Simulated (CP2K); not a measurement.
Band structure of BaTiO3 (Pm-3m, 5 atoms in the cell).

```xyz
5
Lattice="4.0694 0.0000 0.0000 0.0000 4.0694 0.0000 0.0000 0.0000 4.0694" Properties=species:S:1:pos:R:3 pbc="T T T"
Ba     2.0347     2.0347     2.0347
Ti     0.0000     0.0000     0.0000
O      2.0347     0.0000     0.0000
O      0.0000     2.0347     0.0000
O      0.0000     0.0000     2.0347
```

Level of theory: PBE, GPW, DZVP-MOLOPT-SR-GTH basis, GTH-PBE potentials (GTH_POTENTIALS) in CP2K 2026.2.

Settings: CUTOFF = 600 Ry; REL_CUTOFF = 40 Ry; KPOINTS/SCHEME = MACDONALD 4 4 4 0.125 0.125 0.125; XC_FUNCTIONAL = PBE; Ba/BASIS_SET = DZVP-MOLOPT-SR-GTH-q10; Ba/POTENTIAL = GTH-PBE-q10; Ti/BASIS_SET = DZVP-MOLOPT-SR-GTH-q12; Ti/POTENTIAL = GTH-PBE-q12; O/BASIS_SET = DZVP-MOLOPT-SR-GTH-q6; O/POTENTIAL = GTH-PBE-q6; METHOD = GPW; EPS_DEFAULT = 1e-10; EXTRAPOLATION = USE_GUESS; NGRIDS = 5.

The starting cell comes from a database of computed structures (which also holds hypothetical and non-ambient phases and stackings), without a prior relaxation at this level. Its lattice was rescaled by a random factor within 2.5 % of one. Values carry the incompleteness of an atom-centred basis.

**Question.** Predict the gap along the standard path and the places of the band edges.

**Answer.** The gap along the path is 1.56 eV, from R to Γ; the smallest direct gap on it is 1.77 eV.

Levels in eV from the top of the valence band on the SCF mesh, bands 17 to 21:
```json
[
 {"point": "Γ", "17": "-0.99", "18": "-0.22", "19": "-0.22", "20": "-0.22", "21": "1.56"},
 {"point": "X", "17": "-1.81", "18": "-1.80", "19": "-0.75", "20": "-0.75", "21": "1.72"},
 {"point": "M", "17": "-1.80", "18": "-0.91", "19": "-0.91", "20": "-0.10", "21": "3.17"},
 {"point": "R", "17": "-2.50", "18": "0.00", "19": "0.00", "20": "0.00", "21": "3.77"}
]
```

Higher empty bands are left out: an atom-centred basis made for the valence describes them poorly.
